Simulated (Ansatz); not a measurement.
A periodic model of amorphous IGZO (In₆Ga₆Zn₁₄O₃₂):

```xyz
58
Lattice="9.0875 0.0000 0.0000 0.0000 9.0875 0.0000 0.0000 0.0000 9.0875" Properties=species:S:1:pos:R:3 pbc="T T T"
In     4.4727     3.9944     2.1002
In     0.4568     3.7874     7.7986
In     7.8910     7.0988     5.7541
In     8.1082     1.9476     2.2673
In     6.7670     3.6426     8.7943
In     6.7428     1.3471     6.4252
Ga     5.0348     6.7125     8.0510
Ga     0.0878     7.9627     2.2256
Ga     5.2863     0.8171     0.6320
Ga     5.8368     7.6866     2.1914
Ga     8.3656     6.6198     8.6921
Ga     4.3392     8.3064     5.2981
Zn     7.5860     5.1041     2.5307
Zn     1.3448     4.8687     2.5665
Zn     2.9531     1.4959     7.0095
Zn     0.9549     0.2956     4.6561
Zn     2.3715     7.8265     0.2220
Zn     2.9735     6.8008     3.4414
Zn     2.5344     3.4320     4.9891
Zn     0.1698     0.5881     8.2706
Zn     2.1960     1.7214     1.3048
Zn     2.0243     6.4020     6.1914
Zn     7.8809     3.6833     4.8625
Zn     5.1759     5.2709     4.7260
Zn     5.1824     1.5853     3.7227
Zn     3.1646     4.6535     8.6276
O      6.5281     3.5409     1.8403
O      2.4330     3.5602     7.2353
O      6.8621     7.0702     7.7309
O      4.4272     3.4863     4.2159
O      2.2818     0.6812     8.6601
O      5.0980     4.9638     8.8706
O      2.4896     3.8615     1.2833
O      4.6500     0.8683     6.0522
O      8.9678     3.7573     3.1625
O      1.7336     1.7873     5.4673
O      3.0506     6.5539     7.9883
O      4.7351     6.0735     2.8007
O      5.7336     1.8710     8.2820
O      2.5361     7.9625     5.0214
O      4.1680     1.7484     1.8462
O      4.9427     6.7203     6.0571
O      8.4911     4.8942     0.2226
O      7.0564     1.9350     4.3460
O      8.8671     7.9627     4.0938
O      8.7910     2.2459     0.0939
O      7.5190     6.8852     1.8222
O      4.7629     8.0444     0.5165
O      0.2598     6.0317     6.9867
O      5.1325     8.6443     3.6558
O      7.1295     5.4770     4.5739
O      6.7805     0.3850     1.6599
O      7.7018     3.3261     6.7935
O      2.1402     5.2386     4.4976
O      0.8062     0.7345     2.4510
O      0.2734     8.0275     0.2438
O      1.6732     6.8293     2.0029
O      8.3792     0.0618     6.5751
```

The numbers are results of PBE, scalar-relativistic without spin-orbit coupling (plane waves to 420 eV, PAW; Ansatz, an electronic-structure program), not measurements.

A CHGNet melt-quench gave the starting glass, which DFT then relaxed. O atoms were pushed apart under 1.9 Å during the dynamics, to hinder bonds among them. The hot cell started wider than the set density and was brought back towards it in steps. It is the lowest in DFT energy of 2 quenches. It is a model cell: composition and starting density were chosen by hand, and all elements were melted together. No dispersion term was used. Its density started from a set value of 5.79 and ended at 5.61 g/cm³. Cooling (nominally 170 K/ps over its main leg) ran many orders faster than in experiment, which tends to leave more defects and strain. A cell of this size samples the disorder only roughly. The volume was free in the relaxation, at fixed shape. Stress components on the final sampling reach 2.4 GPa.

Bonds are counted up to In-In 3.12 Å, In-Ga 2.90 Å, In-Zn 2.90 Å, In-O 2.74 Å, Ga-Ga 2.68 Å, Ga-Zn 2.68 Å, Ga-O 2.54 Å, Zn-Zn 2.68 Å, Zn-O 2.62 Å, O-O 1.58 Å. Two cations that share two anions don't count as bonded, nor two that share one unless they lie closer than In-In 3.04 Å, In-Ga 2.82 Å, In-Zn 2.82 Å, Ga-Ga 2.61 Å, Ga-Zn 2.61 Å, Zn-Zn 2.61 Å.

**Question.** Give the coordination numbers, mean bond lengths and angles.

**Answer.** 
- Mean coordination of In by anions: 5.50 (3 with 5, 3 with 6)
- Mean coordination of Ga by anions: 4.67 (2 with 4, 4 with 5)
- Mean coordination of Zn by anions: 4.29 (10 with 4, 4 with 5)
- Mean coordination of O: 3.78 (7 with 3, 25 with 4)
- Mean Zn-O bond: 2.060 Å (spread 0.141 Å, 60 counted)
- Mean In-O bond: 2.212 Å (spread 0.109 Å, 33 counted)
- Mean Ga-O bond: 1.950 Å (spread 0.116 Å, 28 counted)
- Bond angle at In: mean 104.6°, spread 28.9°
- Bond angle at Ga: mean 107.5°, spread 23.7°
- Bond angle at Zn: mean 107.9°, spread 21.4°
- Bond angle at O: mean 110.1°, spread 17.5°

**Question.** List the pairs of like atoms that count as bonded by the rules above.

**Answer.** There are none by these rules.
